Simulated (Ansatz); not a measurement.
Parameter sweep on FeO (P1, 8 atoms in the cell)

```
FeO
1.0
    3.15463     0.00000     0.00000
   -0.05171     5.34940     0.00000
   -1.50344    -0.95623     5.04773
Fe O
4 4
Direct
  0.49578   0.50063   0.99901
  0.75123   0.25075   0.49962
  0.00268   0.99984   0.00130
  0.24961   0.75090   0.49977
  0.87226   0.64361   0.74808
  0.39003   0.14308   0.74941
  0.11163   0.35592   0.25050
  0.62677   0.85527   0.25230
```
Moments meant for the start (each program seeds them in its own way; μB, in the order of the atoms Fe Fe Fe Fe O O O O): 4.0 4.0 4.0 4.0 0.0 0.0 0.0 0.0.

Base run A: PBEsol+U, harder PAW files (source: ansatz) made with PBE (Ansatz, a first-principles code), self-consistent single point.

Its settings: basis.ecutwfc = 930 eV; kpoints.mp_grid.grid = 5 3 3; kpoints.mp_grid.shift = 0.5 0.5 0.5; hamiltonian.xc = pbesol; hamiltonian.pseudopotentials = {kind: paw, source: ansatz}; hamiltonian.hubbard.sites = [{species: Fe, l: d, u_eff: 5.3}] eV; magnetization.spin_polarized = true; scf.occupations.method = fermi_dirac; scf.occupations.width = 0.05 eV.

The starting cell comes from a database of computed structures (which also holds hypothetical and non-ambient phases and stackings), without a prior relaxation at this level. The magnetic order is the one reached from the typed start; others were not searched systematically. With U or open f shells several self-consistent states can exist. The program warned that, by what it read of turns of the moments, another magnetic order lies lower. In the base run, with a pressure of about -4 GPa the cell is away from its equilibrium volume at this level. Ansatz's pressure includes its estimate of the finite-basis (Pulay) stress. The shifted mesh does not hold Γ, so a gap read on it misses any band edge there.

A dash stands where there is no value to compare (another energy zero or no entropy term, no result, no spin, no clean gap, or a mesh too coarse for one). 

These are the values that this program gave, and no reference: magnets with a U can end in a higher state.

Runs:
- B: hamiltonian.hubbard.sites: [{species: Fe, l: d, u_eff: 5.3}] eV → default [PBEsol]
- C: hamiltonian.hubbard.sites: [{species: Fe, l: d, u_eff: 5.3}] eV → [{species: Fe, l: d, u_eff: 1.0}] eV
- D: hamiltonian.hubbard.sites: [{species: Fe, l: d, u_eff: 5.3}] eV → [{species: Fe, l: d, u_eff: 2.0}] eV
- E: hamiltonian.hubbard.sites: [{species: Fe, l: d, u_eff: 5.3}] eV → [{species: Fe, l: d, u_eff: 3.0}] eV
- F: hamiltonian.hubbard.sites: [{species: Fe, l: d, u_eff: 5.3}] eV → [{species: Fe, l: d, u_eff: 4.0}] eV
- G: hamiltonian.hubbard.sites: [{species: Fe, l: d, u_eff: 5.3}] eV → [{species: Fe, l: d, u_eff: 5.0}] eV
- H: hamiltonian.hubbard.sites: [{species: Fe, l: d, u_eff: 5.3}] eV → [{species: Fe, l: d, u_eff: 6.0}] eV
- I: hamiltonian.hubbard.sites: [{species: Fe, l: d, u_eff: 5.3}] eV → [{species: Fe, l: d, u_eff: 7.0}] eV

| run | pressure (GPa) | largest force (eV/Å) | size of the net moment (μB/atom) | Hubbard energy (eV/atom) |
|---|---|---|---|---|
| A | -3.88 | 0.201 | 2.00 | 0.358 |
| B | -16.50 | 0.233 | 2.00 | – |
| C | -13.88 | 0.160 | 2.00 | 0.182 |
| D | -9.82 | 0.289 | 2.00 | 0.223 |
| E | -7.56 | 0.286 | 2.00 | 0.270 |
| F | -5.81 | 0.252 | 2.00 | 0.312 |
| G | -4.30 | 0.211 | 2.00 | 0.348 |
| H | -2.93 | 0.174 | 2.00 | 0.378 |
| I | -1.63 | 0.148 | 2.00 | 0.403 |

Run H against A: The pressure goes from -3.88 to -2.93 GPa, the largest force goes from 0.201 to 0.174 eV/Å, the gap on the mesh goes from 2.023 to 2.097 eV and the size of the net moment stays at 2.00 μB/atom.

Run E against A: The pressure goes from -3.88 to -7.56 GPa, the largest force goes from 0.201 to 0.286 eV/Å and the size of the net moment stays at 2.00 μB/atom.

Run B against A: The pressure goes from -3.88 to -16.50 GPa, the largest force goes from 0.201 to 0.233 eV/Å, no clean gap remains on the mesh (levels overlap or are partly filled), against 2.02 eV before and the size of the net moment stays at 2.00 μB/atom.

Keys are those of Ansatz 0.2.
